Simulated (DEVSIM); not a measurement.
abrupt Si p-n junction

System: abrupt Si p-n junction, at 300 K.

| layer (left to right) | material | thickness (μm) | Nd (cm⁻³) | Na (cm⁻³) | τn (s) | τp (s) |
|---|---|---|---|---|---|---|
| 1 | Si | 0.840 | - | 9.4e15 | 4.2e-6 | 4.2e-6 |
| 2 | Si | 12.0 | 1.8e16 | - | 4.2e-6 | 4.2e-6 |

Left contact: ohmic. Right contact: ohmic. Voltage is applied to the left contact. Recombination: SRH at mid-gap. Mobility is constant in doping.

This is a model device: material constants are rounded textbook-type values typed into the input, and sizes, dopings and lifetimes were drawn at random. Values at 300 K.

| parameter | Si |
|---|---|
| gap (eV) | 1.124 |
| affinity (eV) | 4.05 |
| permittivity | 11.7 |
| Nc (cm⁻³) | 2.86e19 |
| Nv (cm⁻³) | 3.1e19 |
| μn (cm²/Vs) | 1417 |
| μp (cm²/Vs) | 470 |

DEVSIM, 1D drift-diffusion, Boltzmann statistics, complete ionisation; no tunnelling, impact ionisation, image-force lowering or self-heating.

The potential step across the device at zero bias is 0.724 V and the largest field in the device at zero bias comes out as 36000 V/cm. The dark forward voltage at 1 A/cm² is 0.536 V and the dark forward voltage at 100 A/cm² is 0.689 V.

Dark reverse current:

```tsv
V (V)	J (A/cm²)
-0.40	-3.8e-9
-1.00	-6.4e-9
-2.00	-1.0e-8
-3.00	-1.3e-8
-4.00	-1.7e-8
-6.00	-2.7e-8
-8.00	-5.2e-8
-10.00	-9.1e-8
-13.00	-1.5e-7
-16.00	-2.1e-7
-20.00	-2.8e-7
```

Small-signal capacitance in reverse bias (quasi-static):

| V (V) | C (nF/cm²) |
|---|---|
| -0.4 | 21.9 |
| -1 | 17.5 |
| -2 | 13.8 |
| -3 | 11.8 |
| -4 | 10.5 |
| -6 | 8.78 |
| -8 | 8.00 |
| -10 | 7.64 |
| -13 | 7.22 |
| -16 | 6.87 |
| -20 | 6.47 |
